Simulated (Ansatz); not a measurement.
Take Ti3Al (space group P6_3/mmc, No. 194; a = 5.688 Å, c = 4.608 Å) as the base.

Structures relaxed with PBEsol, PAW, 420 eV (Ansatz, a program for electronic structure; no SOC).

Base:

Simulated powder pattern, Co Kα, λ = 1.79026 Å (kinematic, ideal powder, no thermal factors, no anomalous dispersion; the 10 strongest lines at most, above 2 %, up to 2θ = 90°):

```csv
2θ (°),I/Imax (%),hkl
30.85,6.6,(101)
36.69,2.2,(110)
42.63,25,(200)
45.72,27,(002)
48.67,100,(201)
64.28,14,(202)
78.03,15,(220)
86.75,18,(203)
```

The change: full substitution Al → Co; the structure is relaxed again.

Problem. Predict the new powder pattern.

Solution. 
Simulated powder pattern, Co Kα, λ = 1.79026 Å (kinematic, ideal powder, no thermal factors, no anomalous dispersion; the 10 strongest lines at most, above 2 %, up to 2θ = 90°):

```tsv
2θ (°)	d (Å)	I/Imax (%)	hkl
21.78	4.739	3.7	(100)
44.39	2.369	25	(200)
47.26	2.233	28	(002)
50.64	2.093	100	(201)
66.84	1.625	14	(202)
81.74	1.368	15	(220)
```

The indices refer to each structure's own conventional cell; one index is shown for lines that coincide.

Stability against distortions was not tested. As relaxed here, Ti3Co is a hypothetical phase, not in the database extracts checked. Seeded moments were not kept for Al → Co. All final runs are without spin polarisation.
